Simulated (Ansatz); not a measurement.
# Pressure series in hypothetical zinc blende PbTe

The parent structure is PbTe in the zinc blende structure (space group F-43m, No. 216; a = 7.336 Å; a hypothetical phase, not in the database extracts checked).

Cell and atoms are relaxed at each pressure.

The values are results of PBE (Ansatz, a first-principles code), no spin-orbit coupling, earlier PAW set, not measurements.

Base values:

```
Property    Value
--------  -------
Band gap  0.64 eV
```

Q: The aim is a band gap between 0.45 eV and 0.51 eV. Which of these changes reaches it?
(A) pressure 1.8 GPa
(B) pressure −1 GPa
(C) pressure 18 GPa

A: A, pressure 1.8 GPa. It gives 0.49 eV; pressure 18 GPa gives zero; pressure −1 GPa gives 0.72 eV. Changes not listed may reach it too

The mesh was chosen for an insulator and is coarse for the gapless case. With Pb and Te present, leaving out spin-orbit coupling can change the band edges. Load acts through the strain it causes; cell and atoms are relaxed under it. Whether these cells are dynamically stable was not tested. Competing high-pressure phases were not computed. The final runs are not spin-polarised. The zero or small gap of PbTe under pressure 18 GPa can change with the level of theory.
